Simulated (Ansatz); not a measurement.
Candidates (primitive cells; geometry: relaxed with this functional, without spin-orbit coupling):
A. Os (P6_3/mmc), a = b = 2.7297 Å, c = 4.3061 Å, α = β = 90.00°, γ = 120.00°
B. TiOs (Pm-3m), a = b = c = 3.061 Å, α = β = γ = 90.00°
C. OsO2 (P4_2/mnm), a = b = 4.4545 Å, c = 3.1806 Å, α = β = γ = 90.00°

Task: Order them by resistivity at 300 K (lowest first) at the level PBEsol, DFPT electron-phonon coupling, linearised Boltzmann equation (Ansatz, an electronic-structure program).

Result: B (3.9 μΩ·cm), A (7.2 μΩ·cm), C (30 μΩ·cm)

Metals; harmonic phonons alone scatter; means over directions. Halving the electron mesh moves these values by up to 11 %; q meshes are mostly untested. Spin-orbit coupling is left out.

Formula and space group known from diffraction (Crystallography Open Database), not checked to be the room-temperature form: OsO2 (P4_2/mnm), TiOs (Pm-3m). The missing spin-orbit coupling matters most for Os (P6_3/mmc), OsO2 (P4_2/mnm), TiOs (Pm-3m).
